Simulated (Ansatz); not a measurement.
The reference is ZnCu$_{2}$SnS$_{4}$ (space group I-4, No. 82; a = 5.4683 Å, c = 10.9348 Å). Axes: x, y, z lie along a, b, c of the conventional cell.

All numbers come from PBE (Ansatz, a first-principles code; PAW; 420 eV plane waves; scalar-relativistic without spin-orbit coupling).

For the base:

The volume per atom is 20.44 Å³.

It is then changed as follows: biaxial strain −0.83 %, plane normal [001], relaxed out of plane (Cartesian); in-plane vectors clamped, the third vector and the atoms free.

Task: How does this affect the energy relative to the base?

Result: The energy increases by 0.7 meV/atom.

Task: What happens to the volume per atom?

Result: The volume per atom drops by 0.14 Å³ to 20.30 Å³.

Stability against distortions was not tested. All final runs are without spin polarisation.
